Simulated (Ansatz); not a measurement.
## Pressure series in GaP

Take GaP in the zinc blende structure (space group F-43m, No. 216; a = 5.439 Å) as the base.

Cell and atoms are relaxed at each pressure.

Computed with PBEsol, PAW, 420 eV (Ansatz, a quantum-chemistry and plane-wave program; scalar-relativistic without spin-orbit coupling).

Notes on the quantities. hole mass: degenerate bands, along [100].

```
case               band gap                    hole mass  lattice parameter a
-----------------  --------  ---------------------------  -------------------
base                1.45 eV   0.11, 0.37, 0.37 mₑ (at Γ)              5.439 Å
pressure −2 GPa     1.50 eV  0.097, 0.36, 0.36 mₑ (at Γ)              5.484 Å
pressure −1 GPa     1.48 eV   0.10, 0.37, 0.37 mₑ (at Γ)              5.460 Å
pressure 0.9 GPa    1.43 eV   0.11, 0.36, 0.36 mₑ (at Γ)              5.420 Å
pressure 2.1 GPa    1.41 eV   0.12, 0.36, 0.36 mₑ (at Γ)              5.396 Å
pressure 4.5 GPa    1.36 eV   0.13, 0.35, 0.35 mₑ (at Γ)              5.353 Å
pressure 9 GPa      1.28 eV   0.14, 0.33, 0.33 mₑ (at Γ)              5.283 Å
pressure 15 GPa     1.17 eV   0.15, 0.31, 0.31 mₑ (at Γ)              5.204 Å
pressure 22.5 GPa         ?   0.17, 0.29, 0.29 mₑ (at Γ)                    ?
pressure 30 GPa           ?   0.18, 0.28, 0.28 mₑ (at Γ)              5.056 Å
```

Problem. What belongs in the blanks?

Solution. 
- pressure 22.5 GPa, band gap: 1.05 eV
- pressure 22.5 GPa, lattice parameter a: 5.124 Å
- pressure 30 GPa, band gap: 0.94 eV

Load acts through the strain it causes; cell and atoms are relaxed under it. Effective masses come from finite differences of ±0.01 Å⁻¹. Stability against distortions was not tested. Measured, GaP leaves this structure (for a Cmcm phase) near 26 GPa (temperature not stated; as listed in Datta, Sujoy, Jana, Debnarayan, arXiv (2020)).
